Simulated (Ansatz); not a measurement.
Consider Pt-vacancy pair (Pt on one host Ru site, one Ru site vacant) in hcp Ru, neutral cell. The step: the Pt atom itself jumps into the vacancy (Pt-vacancy distance between ideal sites 2.66 Å throughout); the atom moves 2.54 Å along (-0.63, -0.32, 0.48) of the unit cell; the moving atom starts with neighbours 2 Ru at 2.67, 3 Ru at 2.69, 2 Ru at 2.73, 2 Ru at 2.74, 2 Ru at 2.78 Å and ends with 2 Ru at 2.67, 3 Ru at 2.69, 2 Ru at 2.73, 2 Ru at 2.74, 2 Ru at 2.78 Å. A PBE band in Ansatz (plane-wave PAW, a 2×2×2 k-point mesh shifted by half a step along c, 36 host sites, 22 SCF runs with any check of the saddle's order, static, no finite-size correction) gives a forward barrier of 2.06 eV. The saddle point's order was not checked, and it lies on a symmetry element of the cell, where a band can be held. Forms of the defect that were not tried may lie lower.

Single points at the band's start and saddle point can refine it. Rough cost of one point, in units of the band's mean SCF on the same machine:

```json
[
 {"Level": "PBE, a 4×4×4 k-point mesh shifted by half a step along c", "Cost of one point": "about 5"},
 {"Level": "r2SCAN at 500 eV, a 2×2×2 k-point mesh shifted by half a step along c", "Cost of one point": "about 3"}
]
```

**Question.** Which of these move the barrier by more than 0.1 eV, and how far does each move it?

**Answer.** Not one does. PBE, a 4×4×4 k-point mesh shifted by half a step along c: +0.05 eV; r2SCAN at 500 eV, a 2×2×2 k-point mesh shifted by half a step along c: -0.01 eV. Each functional is compared with PBE at the same k-points.

Ansatz is a first-principles code.
